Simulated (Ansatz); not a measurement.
## YB (model structure, started from the rocksalt type, Fm-3m, No. 225, 2 atoms in the cell)

These are LDA (Ansatz, a first-principles code, plane waves, PAW) values and carry that method's errors.

Run with plane-wave cutoff 520 eV, 18×18×18 k mesh, Fermi–Dirac smearing 0.05 eV, scalar-relativistic PAW data made under PBE.

Cell (relaxed at this level):

```cif
data_BY
_chemical_formula_sum 'B1 Y1'
_space_group_name_H-M_alt 'P 1'
_space_group_IT_number 1
_cell_length_a 3.71297
_cell_length_b 3.71297
_cell_length_c 3.71297
_cell_angle_alpha 60.000
_cell_angle_beta 60.000
_cell_angle_gamma 60.000
loop_
_space_group_symop_operation_xyz
  'x, y, z'
loop_
_atom_site_label
_atom_site_type_symbol
_atom_site_fract_x
_atom_site_fract_y
_atom_site_fract_z
_atom_site_occupancy
B1 B 0.00000 0.00000 0.00000 1
Y1 Y 0.50000 0.50000 0.50000 1
```

```json
{
  "band_gap": "zero (no gap)",
  "bulk modulus B0": "98.7 GPa"
}
```

Note: the bulk modulus is −V dP/dV from two relaxed cells at ±2 % in volume; the relaxation could raise the start's symmetry but not lower it, so the cell can be a saddle point.

Spin–orbit coupling is not included.

It cost very roughly 21 core-seconds of CPU time.

A model structure was made by putting elements into a prototype or built by hand; it is no filed structure, need not be a known phase, and can be a saddle point held by its symmetry.
